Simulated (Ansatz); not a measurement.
The starting structures come from a database of crystals and need not be the phases stable at ambient conditions.

By PBEsol, the system below comes out a metal.

Consider the following.

```
BiIn
1.0
    4.91082     0.00000     0.00000
    0.00000     4.91082     0.00000
    0.00000     0.00000     5.22228
In Bi
2 2
Direct
  0.50000   0.50000   0.00000
  0.00000   0.00000   0.00000
  0.50000   0.00000   0.36001
  0.00000   0.50000   0.63999
```

The cell is taken as given; by PBEsol it stands under a pressure of -1.6 GPa.

The current flows along the normal of the first two printed cell vectors, the (001) plane of the conventional cell. No spin-orbit coupling; the value is a mean over 0.1 eV about the Fermi level.

**Question.** State the ballistic conductance per area according to Ansatz (a quantum-chemistry and plane-wave program) with PBEsol.

**Answer.** 0.20 × 10¹⁵ S/m² for both spins.
